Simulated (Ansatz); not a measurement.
Results of G0W0@PBEsol (plane waves, hard PAW, contour deformation; Ansatz, an electronic-structure program) for SnTe (model structure, started from the wurtzite type, P6₃mc, No. 186, 4 atoms in the cell).

The cell is the one relaxed with PBEsol. Conventional cell: a = 5.2866 Å, b = 5.2866 Å, c = 6.7831 Å, α = 90.00°, β = 90.00°, γ = 120.00°.

The quasiparticle gap at Γ at a fixed k mesh 3×3×2:

```tsv
response cutoff	value (eV)
70 eV, 401 empty bands	2.755
105 eV, 737 empty bands	2.816
140 eV, 1134 empty bands	2.847
```

Taking the value to converge with the response cutoff E as E^(−3/2), extrapolate from the last two rows.

With y = y∞ + c/w and weights w = 1076 and 1657 for the last two rows, y∞ = (w2 y2 − w1 y1)/(w2 − w1) = (1657 × 2.847 − 1076 × 2.816)/581 = 2.904 eV, which lies 0.057 beyond the last row. Successive pairs of rows give 2.889, 2.904. The limit also hangs on the law assumed, so its last digits aren't firm.

The other settings are not extrapolated, so this is the limit in one setting alone.

At the last cutoff the smallest gap on this mesh is 1.06 eV, with an edge away from Γ.

Spin–orbit coupling is not included; with these elements it can move the gap by several tenths of an eV or more.

Note: filled d or f shells below the valence bands can shift G0W0 gaps through exchange with them, which wasn't tested here.

A model structure was made by putting elements into a prototype or built by hand; it is no filed structure, need not be a known phase, and can be a saddle point held by its symmetry.
